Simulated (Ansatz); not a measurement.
The starting structures come from a database of crystals and need not be the phases stable at ambient conditions.

 Where the default PAW files enter, the runs use the earlier of Ansatz's two default sets.

## Evanescent states of Ge (P4_32_12, not sure to be the ambient phase, 12 atoms a cell, 20.8 Å³ an atom) along the normal of (001)

Computed with r2SCAN (plane waves, PAW; Ansatz, a program for electronic structure).

The gap is the functional's own. No spin-orbit coupling. Mid-gap values are interpolated on the energy grid.

Energies count from the valence-band top; κ is the least over a 6×6 mesh across the current.

```csv
E (eV),κ (1/Å),where
0.03,0.057,off Γ
0.09,0.096,off Γ
0.15,0.121,off Γ
0.21,0.119,off Γ
0.27,0.111,off Γ
0.33,0.105,off Γ
0.39,0.100,off Γ
0.45,0.095,off Γ
0.51,0.087,off Γ
0.57,0.078,off Γ
0.63,0.066,off Γ
0.69,0.048,off Γ
0.75,0.010,off Γ
```

How thick must the barrier be to attenuate the transmission by 10^8 when the electrodes' Fermi level lies at 0.03 eV, and what attenuation does that film give at 0.33 eV?

d = 8 ln 10 / (2 × 0.057) = 161.6 Å. At 0.33 eV it gives 8 × 0.105/0.057 = 14.7 decades.
